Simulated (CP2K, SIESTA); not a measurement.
A SIESTA input for a self-consistent single point of MgNiF₆ (R-3, 8 atoms in the cell) (DFT, GGA PBEsol, numerical atomic orbitals TZP, PseudoDojo PBEsol standard norm-conserving potentials (rewritten from UPF to PSML)):

```
# files in the folder: Mg.psml Ni.psml F.psml (PseudoDojo PBEsol standard)
SystemName  MgNiF6
SystemLabel mgnif6

NumberOfAtoms                8
NumberOfSpecies              3
%block ChemicalSpeciesLabel
  1 12 Mg
  2 28 Ni
  3 9 F
%endblock ChemicalSpeciesLabel
LatticeConstant              5.164648 Ang
%block LatticeVectors
     0.464983286    0.268458180    0.843635423
    -0.464983286    0.268458180    0.843635423
     0.000000000   -0.536916359    0.843635423
%endblock LatticeVectors
AtomicCoordinatesFormat      ScaledCartesian
%block AtomicCoordinatesAndAtomicSpecies
     0.000000000    0.000000000    1.265453134  1
     0.000000000    0.000000000    0.000000000  2
    -0.184317980    0.256119036    1.043144233  3
     0.184317980   -0.256119036    1.487762036  3
    -0.129646640   -0.287683544    1.043144233  3
     0.129646640    0.287683544    1.487762036  3
     0.313964620    0.031564507    1.043144233  3
    -0.313964620   -0.031564507    1.487762036  3
%endblock AtomicCoordinatesAndAtomicSpecies

XC.functional                GGA
XC.authors                   PBEsol
PAO.BasisSize                TZP
PAO.EnergyShift              0.01 Ry
MeshCutoff                   300 Ry
%block kgrid.MonkhorstPack
    6   0   0  0.0
    0   6   0  0.0
    0   0   6  0.0
%endblock kgrid.MonkhorstPack
OccupationFunction           FD
ElectronicTemperature        1578.21 K

MaxSCFIterations             150
SCF.Mixer.Method             Pulay
SCF.Mixer.Weight             0.2
SCF.Mixer.History            8
SCF.DM.Tolerance             1.0E-04
Diag.ParallelOverK           true
WriteForces                  true
Charge.Mulliken              end
```

**Question.** Give the CP2K input for the same structure, mesh, smearing and functional.

**Answer.** One input that does it (others would too):

```
&GLOBAL
  PROJECT bulk
  RUN_TYPE ENERGY_FORCE
  PRINT_LEVEL MEDIUM
&END GLOBAL
&FORCE_EVAL
  METHOD Quickstep
  STRESS_TENSOR ANALYTICAL
  &DFT
    BASIS_SET_FILE_NAME BASIS_MOLOPT
    POTENTIAL_FILE_NAME GTH_POTENTIALS
    &QS
      METHOD GPW
      EPS_DEFAULT 1E-10
    &END QS
    &MGRID
      CUTOFF 1000
      REL_CUTOFF 50
      NGRIDS 5
    &END MGRID
    &SCF
      SCF_GUESS ATOMIC
      EPS_SCF 1E-6
      MAX_SCF 100
      ADDED_MOS 12
      &DIAGONALIZATION
        ALGORITHM STANDARD
      &END DIAGONALIZATION
      &MIXING
        METHOD BROYDEN_MIXING
        ALPHA 0.2
        NBUFFER 10
        BETA 1.5
      &END MIXING
      &SMEAR ON
        METHOD FERMI_DIRAC
        ELECTRONIC_TEMPERATURE [K] 1578.21
      &END SMEAR
    &END SCF
    &KPOINTS
      SCHEME MONKHORST-PACK 6 6 6
      GAMMA_CENTERED T
    &END KPOINTS
    &XC
      &XC_FUNCTIONAL
        &PBE
          PARAMETRIZATION PBESOL
        &END PBE
      &END XC_FUNCTIONAL
    &END XC
    &PRINT
      &MO
        EIGENVALUES T
        OCCUPATION_NUMBERS T
        NDIGITS 8
        FILENAME mo
        &EACH
          QS_SCF 0
        &END EACH
        ADD_LAST NUMERIC
      &END MO
      &MULLIKEN ON
      &END MULLIKEN
    &END PRINT
  &END DFT
  &SUBSYS
    &CELL
      A 5.16464800 0.00000000 0.00000000
      B 2.93135600 4.25214500 0.00000000
      C 2.93135700 1.53959300 3.96363300
      PERIODIC XYZ
    &END CELL
    &COORD
      SCALED
      Mg       0.50000000     0.50000000     0.50000000
      Ni       0.00000000     0.00000000     0.00000000
      F        0.37297000     0.76936700     0.09415000
      F        0.62703000     0.23063300     0.90585000
      F        0.09415000     0.37297000     0.76936700
      F        0.90585000     0.62703000     0.23063300
      F        0.76936700     0.09415000     0.37297000
      F        0.23063300     0.90585000     0.62703000
    &END COORD
    &KIND Mg
      BASIS_SET DZVP-MOLOPT-SR-GTH-q10
      POTENTIAL GTH-PBE-q10
    &END KIND
    &KIND Ni
      BASIS_SET DZVP-MOLOPT-SR-GTH-q18
      POTENTIAL GTH-PBE-q18
    &END KIND
    &KIND F
      BASIS_SET DZVP-MOLOPT-SR-GTH-q7
      POTENTIAL GTH-PBE-q7
    &END KIND
  &END SUBSYS
  &PRINT
    &FORCES ON
    &END FORCES
    &STRESS_TENSOR ON
    &END STRESS_TENSOR
  &END PRINT
&END FORCE_EVAL
```

Basis settings and potentials, where a program has them, do not carry over. This input uses DFT PBEsol, GPW, DZVP-MOLOPT-SR-GTH basis, GTH-PBE potentials (GTH_POTENTIALS).

The starting cell comes from a database of computed structures (which also holds hypothetical and non-ambient phases and stackings), without a prior relaxation at this level.
